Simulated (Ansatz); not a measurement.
Fluorite PtAl₂ was calculated with BLYP in Ansatz (plane waves, PAW).

The input as run:

Ansatz 0.2 input:
```yaml
crystal:
  lattice:
    - [-2.955, -2.955, 0.0]
    - [-2.955, 0.0, -2.955]
    - [0.0, -2.955, -2.955]
  atoms:
    - { symbol: Al, position: [0.25, 0.25, 0.25] }
    - { symbol: Al, position: [0.75, 0.75, 0.75] }
    - { symbol: Pt, position: [0.0, 0.0, 0.0] }
basis:
  ecutwfc: 520
  ecutrho_ratio: 4
  xc_grid: 2
kpoints:
  mp_grid: { grid: [16, 16, 16] }
hamiltonian:
  xc: blyp
  dispersion: none
  pseudopotentials: { kind: paw }
scf:
  occupations: { method: fermi_dirac, width: 0.05 }
  convergence: { dr2_threshold: 0.0000000003 }
output:
  forces: true
  stress: true
  eigenvalues: true
```

Task: How many irreducible k-points, plane waves at Γ does the program set up, and what pressure does the run end with?

Result: 145 irreducible k-points, 1411 plane waves at Γ; P = 6.48 GPa, so the cell is compressed on average and its volume would grow at this level.

Excerpt of the program's output:

```
Crystal: 3 atoms, lattice volume = 51.606 Å³
Basis set: ecut = 520 eV, 1411 PW (Γ), exchange–correlation on 64×64×64 points (8 copies of the dense FFT grid, shifted against one another)
Bands: 16, of which v1, the nominal top of the filled ones, is band 12 counted from 1 (11 counted from 0)
Symmetry: 48 space group operations
Space group: Fm-3m (ITA 225), of the structure as read, at distance tolerance 3.7e-5 Å
k-points: 145 of 4096
Functional: x = b88, c = lyp
SCF iter   1: F=—  HF=-13633.260891 eV  |F-HF|=—  |Δ(HF+E_count)|=         —  Δρ=5.12e-3  dr2=2.47e-2
SCF iter   2: F=—  HF=-13633.257220 eV  |F-HF|=—  |Δ(HF+E_count)|=   3.67e-3  Δρ=2.96e-3  dr2=7.98e-3
  ...
SCF iter   7: F=—  HF=-13633.255092 eV  |F-HF|=—  |Δ(HF+E_count)|=   3.46e-6  Δρ=1.96e-6  dr2=2.56e-9
SCF iter   8: F=-13633.255092 eV  HF=-13633.255092 eV  |F-HF|=3.64e-12  |Δ(HF+E_count)|=  4.55e-11  Δρ=2.74e-7  dr2=3.32e-11
SCF 1 converged in 8 iterations: F = -13633.255092 eV  dr2 = 3.32e-11
SCF converged after 8 iterations
Free energy (F): -13633.255092 eV
Internal energy: -13633.245838 eV  (E = F + TS)
E sigma→0 (E₀):  -13633.250465 eV
Fermi energy:    11.953678 eV
--- Forces (eV/Å), atoms counted from 1 ---
  atom   1  Al     0.00000000     0.00000000     0.00000000
  atom   2  Al    -0.00000000     0.00000000    -0.00000000
  atom   3  Pt     0.00000000     0.00000000     0.00000000
--- Stress (GPa, compression-positive) ---
        6.481062       0.000000       0.000000
       -0.000000       6.481062      -0.000000
        0.000000       0.000000       6.481062
  P = ⅓ Tr σ = 6.4811 GPa (64.811 kbar)
```

The PAW data were made under PBE.

Note: cell and atoms aren't relaxed at this level (pressure 6.5 GPa).

The result took about 7 core-seconds (a rough figure).

Ansatz is a program for electronic structure.
